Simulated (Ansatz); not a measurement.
MnO₂ (space group Fd-3m, No. 227; ferromagnetic; a cell from a computed database, its experimental status unchecked)

```
CELL_PARAMETERS angstrom
      0.00000     4.00540     4.00540
      4.00540     0.00000     4.00540
      4.00540     4.00540     0.00000
ATOMIC_POSITIONS crystal
  Mn 0.12500 0.62500 0.12500
  Mn 0.12500 0.12500 0.12500
  Mn 0.62500 0.12500 0.12500
  Mn 0.12500 0.12500 0.62500
  O  0.33290 0.88903 0.88903
  O  0.36097 0.36097 0.91710
  O  0.88903 0.33290 0.88903
  O  0.36097 0.36097 0.36097
  O  0.88903 0.88903 0.88903
  O  0.36097 0.91710 0.36097
  O  0.88903 0.88903 0.33290
  O  0.91710 0.36097 0.36097
```

All numbers come from plane-wave PAW DFT at the PBEsol level (Ansatz, a quantum-chemistry and plane-wave program, 420 eV), no spin-orbit coupling. k-mesh 6×6×6 (Γ-centred); smearing 0.05 eV (Fermi–Dirac).

```yaml
volume_per_atom: 10.71 Å³
density: 4.49 g/cm³
band_gap: 0.33 eV, indirect, K → Γ
Electron mass (degenerate bands, along [100]): 0.70, 0.87 mₑ
magnetic_state: ferromagnetic
total_energy: -1663.439 eV/atom (σ→0; compares only within this code and set-up)
```

Effective masses come from finite differences of ±0.01 Å⁻¹. Whether these cells are dynamically stable was not tested. No Hubbard U is applied and the magnetic state is the run's own (MnO2 ferromagnetic); small cells can't hold the antiferromagnetic order that many such compounds have, so gaps and moments can be off. Where the two band edges lie in opposite spin channels, the gap is a spin-flip gap.
